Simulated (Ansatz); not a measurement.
Consider this model of amorphous Ge₁₆Sb₈Se₃₂.

```xyz
56
Lattice="10.9299 0.0224 -0.8184 0.0224 11.2425 -0.4236 -0.8184 -0.4236 12.4580" Properties=species:S:1:pos:R:3 pbc="T T T"
Ge     5.2262     8.0137     1.2115
Ge     4.4967     7.1703     7.0404
Ge     4.9702     5.0628    -0.0517
Ge     1.9085     4.4401     5.7344
Ge     6.7627     9.2922     3.8305
Ge     0.0034     7.5053     6.6931
Ge     9.5386     8.4899    11.2339
Ge     2.9314     9.8487    -0.2293
Ge     7.5928     1.5239     6.9589
Ge     0.3701     4.9930    10.3118
Ge     9.1601     2.4120    11.3444
Ge     2.4401     3.2459     0.3041
Ge     0.0006     0.3553     9.5197
Ge     0.4272     0.1846     5.7706
Ge     9.0666     8.4695     7.5479
Ge     8.3242     1.3185     3.5880
Sb     6.8507     4.1827     8.6982
Sb     8.7737     6.6202    -0.4526
Sb     7.1945    10.9655     0.3429
Sb     8.6968     4.7309     3.7546
Sb     0.2596     0.6399     2.3318
Sb     3.6050    10.7382     6.3730
Sb     5.3579     4.3153     4.6285
Sb     5.8733     9.8219     9.2472
Se     4.7168     5.7641     8.9518
Se     4.2994     3.3036     1.7195
Se     7.4496     5.4168     5.9673
Se     9.9543     2.6293     4.8062
Se     3.9997     3.1619     6.4977
Se     3.2206     6.9168     0.6377
Se     8.3346    10.6172    10.8516
Se     9.9166     2.8779     8.8605
Se     3.5286     6.4082     4.9318
Se     6.6778     6.9404     2.7470
Se     8.4575     6.1647     9.4414
Se     9.3173    10.4000     2.7398
Se     9.2318    10.7213     6.4539
Se     1.6735     0.9962    -0.0706
Se     6.2654     1.2319     4.8039
Se     6.7575     3.5967    11.2998
Se     4.4629    -0.0781    11.4880
Se     7.7496     2.3083     1.5101
Se     5.5483     0.8566     8.3851
Se     5.7757     7.7169    11.6152
Se     1.3725     5.8140     7.8720
Se     2.1666     1.0858     4.0243
Se     0.1954     8.5591    10.1645
Se     1.8027     1.1851     7.8546
Se    10.5166     6.5657     3.6417
Se     3.3238     8.9191     8.3579
Se     4.7047    10.1411     2.1614
Se     6.1978     8.7239     6.2921
Se     2.6128     3.4842    10.6614
Se     1.5047     9.0319     5.3523
Se     0.9767     9.3341     1.5036
Se     0.5582     4.6553     0.8626
```

Computed with PBE-D3(BJ), scalar-relativistic without spin-orbit coupling, PAW (Ansatz default set, large-core Se) (plane waves to 420 eV; Ansatz, an electronic-structure program).

Preparation: random packing, a CHGNet melt and quench, and a DFT relaxation. The hot cell started wider than the set density and was brought back towards it in steps. It is the lowest in DFT energy of 3 quenches. It is a model cell: composition and starting density were chosen by hand, and all elements were melted together. The geometry includes D3(BJ) dispersion. Its density started from a set value of 4.72 and ended at 5.09 g/cm³. The quench (nominally 100 K/ps over its main leg) was far faster than any real one, so the model tends to hold more defects than a real film. Values belong to this one cell and scatter from quench to quench. Volume and shape were free in the relaxation. On a 2×2×2 Γ-centred mesh force components of up to 0.14 eV/Å stay, since the relaxation ran on one k-point at (1/4, 1/4, 1/4).

Neighbours within Ge-Ge 2.85 Å, Ge-Sb 3.11 Å, Ge-Se 2.86 Å, Sb-Sb 3.34 Å, Sb-Se 3.00 Å, Se-Se 2.76 Å count as bonded.

Task: Give the coordination numbers, mean bond lengths and angles.

Result: 
| Item | Value |
|---|---|
| Mean coordination of Ge | 3.38 (1 with 2, 8 with 3, 7 with 4) |
| Mean coordination of Sb | 3.38 (5 with 3, 3 with 4) |
| Mean coordination of Se | 2.41 (19 with 2, 13 with 3) |
| Mean Ge-Se bond | 2.552 Å (spread 0.125 Å, 51 counted) |
| Mean Sb-Se bond | 2.717 Å (spread 0.106 Å, 26 counted) |
| Mean Ge-Ge bond | 2.678 Å (spread 0.000 Å, 1 counted) |
| Bond angle at Ge | mean 103.9°, spread 13.9° |
| Bond angle at Sb | mean 96.2°, spread 20.5° |
| Bond angle at Se | mean 97.6°, spread 17.0° |

Task: List the pairs of like atoms that count as bonded by the rules above.

Result: Ge6-Ge15 (2.68 Å).
